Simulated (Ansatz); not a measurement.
## ZnO, response to strain

Consider ZnO in the wurtzite structure (space group P6_3mc, No. 186).

```
ZnO
1.0
    3.23518     0.00000     0.00000
   -1.61759     2.80175     0.00000
    0.00000     0.00000     5.21141
Zn O
2 2
Cartesian
  1.61759   0.93392   0.01257
  0.00000   1.86783   2.61828
  1.61759   0.93392   3.24560
  0.00000   1.86783   0.63990
```

Cartesian axes are those of the cell as printed.

Strains are applied to the cell and any free atomic positions relax; under biaxial strain the out-of-plane vector relaxes too.

Calculations: r2SCAN, PAW, 500 eV (Ansatz, a program for electronic structure; no spin-orbit coupling).

Notes on the quantities. pressure: mean of the normal stresses, compression positive.

| case | electron mass | volume per atom | pressure | band gap |
|---|---|---|---|---|
| base | 0.19 mₑ (at Γ) | 11.81 Å³ | 0.00 GPa | 1.24 eV |
| biaxial strain −4.61 %, plane normal [001], relaxed out of plane | 0.17 mₑ out of plane, 0.20 mₑ in plane (at Γ) | 11.22 Å³ | 7.28 GPa | 1.16 eV |
| biaxial strain −4.29 %, plane normal [001], relaxed out of plane | 0.17 mₑ out of plane, 0.20 mₑ in plane (at Γ) | 11.27 Å³ | 6.74 GPa | 1.17 eV |
| biaxial strain −3.85 %, plane normal [001], relaxed out of plane | 0.17 mₑ out of plane, 0.20 mₑ in plane (at Γ) | 11.33 Å³ | 6.03 GPa | 1.18 eV |
| biaxial strain +0.60 %, plane normal [001], relaxed out of plane | 0.19 mₑ (at Γ) | 11.88 Å³ | -0.88 GPa | 1.24 eV |
| biaxial strain +4.50 %, plane normal [001], relaxed out of plane | 0.20 mₑ out of plane, 0.18 mₑ in plane (at Γ) | 12.22 Å³ | -5.78 GPa | 1.26 eV |
| isotropic strain −1.16 % | 0.20 mₑ (at Γ) | 11.40 Å³ | 5.67 GPa | 1.29 eV |
| tensor shear ε_yz = +0.62 % | 0.19 mₑ (at Γ) | 11.81 Å³ | 0.00 GPa | 1.24 eV |
| tensor shear ε_xy = −3.40 % | 0.19 mₑ (at Γ) | 11.80 Å³ | -0.22 GPa | 1.17 eV |

Effective masses come from finite differences of ±0.01 Å⁻¹. No phonon test of stability was made.
